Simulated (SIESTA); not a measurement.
**Cost against accuracy: MeshCutoff for SrMg6Zn (Amm2, 8 atoms in the cell)**

Cell: a = 5.0532 Å, b = 6.6569 Å, c = 6.6569 Å, α = 60.11°, β = 90.00°, γ = 90.00°.

Method of the run: GGA PBEsol, numerical atomic orbitals DZP, PseudoDojo PBEsol standard norm-conserving potentials (rewritten from UPF to PSML) run with SIESTA.

Base settings: XC.functional = GGA; XC.authors = PBEsol; potentials = PseudoDojo PBEsol standard; PAO.BasisSize = DZP; PAO.EnergyShift = 0.01 Ry; MeshCutoff = 400 Ry; kgrid.MonkhorstPack = 5 4 4; OccupationFunction = MP; OccupationMPOrder = 1; ElectronicTemperature = 0.2 eV.

Misses are taken against the tightest run, 800 Ry (830 Ry used), which need not be fully converged itself. The energy is the free energy per atom.

Core times come from one kind of shared machine and are given to one figure; runs under 30 s give none.

The starting cell comes from a database of computed structures (which also holds hypothetical and non-ambient phases and stackings), without a prior relaxation at this level. Its lattice was rescaled by a random factor within 2.5 % of one. Values carry the incompleteness of an atom-centred basis.

```tsv
MeshCutoff	energy less reference (meV/atom)	largest difference in the force on any atom (eV/Å)	core time / reference (rough)
320 Ry (340 Ry used)	-8.14	0.043	–
360 Ry (390 Ry used)	-4.46	0.037	0.3
400 Ry (430 Ry used)	-4.03	0.035	0.3
460 Ry (531 Ry used)	-1.95	0.009	0.5
520 Ry (531 Ry used)	-1.95	0.009	0.6
600 Ry (672 Ry used)	-0.63	0.012	0.9
700 Ry (765 Ry used)	-0.15	0.012	0.8
800 Ry (830 Ry used)	0.00	0.000	1
```

Coarsest setting among those run that, with all tighter ones, holds the energy within 5 meV/atom of the reference: 360 Ry (390 Ry used), off by 4.5 meV/atom; it needs about 0.3 of the reference's time.

Coarsest setting among those run that, with all tighter ones, holds the energy within 1 meV/atom of the reference: 600 Ry (672 Ry used), off by 0.63 meV/atom; its saving against the reference is no more than about a factor of 2 in time.

The step from 360 Ry (390 Ry used) to 700 Ry (765 Ry used): it takes the miss in the energy from 4.5 to 0.15 meV/atom, for roughly 2 times the time.

Left out of this page: 4 runs of the series unsound by tests on forces, stress, charge or solver warnings.
